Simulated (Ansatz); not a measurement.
MgCO3 (R-3c, No. 167) was calculated with G0W0@PBEsol (hard PAW, contour deformation; Ansatz, an electronic-structure program).

The cell has the measured lattice parameters. Conventional cell: a = 4.6320 Å, b = 4.6320 Å, c = 15.0020 Å, α = 90.00°, β = 90.00°, γ = 120.00°.

One run with a 4×4×4 mesh, response cutoff 100 eV and 388 empty bands, not extrapolated in mesh or basis; no spin–orbit coupling.

Highest filled and lowest empty level by k point (fractions of the reciprocal vectors of the cell (5.176 -2.316 0.000) (5.176 2.316 0.000) (4.140 0.000 3.875) Å; eV from the valence maximum of each method):

```csv
k,PBEsol filled,PBEsol empty,QP filled,QP empty
0 0 0,-0.39,5.46,-0.22,8.94
0 0 0.25,-0.40,5.58,-0.34,9.08
0 0.25 0.25,-0.43,5.53,-0.49,9.01
0 0.25 -0.25,0.00,5.81,0.00,9.37
0 -0.5 -0.5,-0.04,5.83,…,…
0.25 0.25 0.25,-0.56,5.13,-0.41,8.44
0.25 0.25 -0.25,-0.03,5.79,-0.04,9.34
-0.5 -0.5 -0.5,-0.94,5.19,…,…
```

Estimate the withheld levels to about 0.1 eV.


- 0 -0.5 -0.5, QP filled: -0.05
- 0 -0.5 -0.5, QP empty: 9.40
- -0.5 -0.5 -0.5, QP filled: -0.85
- -0.5 -0.5 -0.5, QP empty: 8.54

Note: cell and atoms aren't relaxed at this level.
